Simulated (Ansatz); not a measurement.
Base system: MgS in the rock salt structure (space group Fm-3m, No. 225).

```
CELL_PARAMETERS angstrom
      0.00000     2.56462     2.56462
      2.56462     0.00000     2.56462
      2.56462     2.56462     0.00000
ATOMIC_POSITIONS crystal
  Mg 0.00000 0.00000 0.00000
  S  0.50000 0.50000 0.50000
```

Method: Ansatz (a first-principles code), LDA, PAW, cutoff 420 eV, no spin-orbit coupling.

Before the change:

* **Band gap**: 2.65 eV
* **Smallest direct gap**: 3.83 eV

One thing is altered: the cell is scaled by 1.0050 in all directions, atoms relaxed at fixed cell.

**Question.** What happens to the band gap?

**Answer.** The band gap shrinks by 0.03 eV, from 2.65 eV to 2.62 eV.

**Question.** What happens to the smallest direct gap?

**Answer.** The smallest direct gap decreases by 0.122 eV (3.83 eV → 3.70 eV).

The cells carry an imposed strain or load. No phonon test of stability was made.
